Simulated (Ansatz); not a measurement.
Seebeck coefficient (μV/K, mean over directions) of n-type BP (F-43m) against carrier density, PBE with spin-orbit coupling, rigid bands (Ansatz, a program for electronic structure). Computed gap 1.21 eV; densities at which minority carriers matter at this gap, or further valleys turn the trend, are left out. Conductivity mass 0.33 mₑ (harmonic mean over directions), N_c = 4.2e19 cm⁻³ at 300 K.

```csv
electron density,300 K,500 K
1e16 cm⁻³,-932,-998
1e17 cm⁻³,-733,-800
1e18 cm⁻³,-535,-601
3e18 cm⁻³,…,-507
1e19 cm⁻³,-338,-404
3e19 cm⁻³,-248,-311
1e20 cm⁻³,…,-213
3e20 cm⁻³,-88,…
1e21 cm⁻³,-41,-68
```

Q: Some entries are withheld; supply them.

A: 
- 3e18 cm⁻³, 300 K: -441
- 1e20 cm⁻³, 300 K: -156
- 3e20 cm⁻³, 500 K: -132

Rigid bands with a gap fixed in temperature, one relaxation time for all states, no polarons or phonon drag, and whether or not such doping can be reached. Geometry: cell and atoms relaxed with PBEsol.
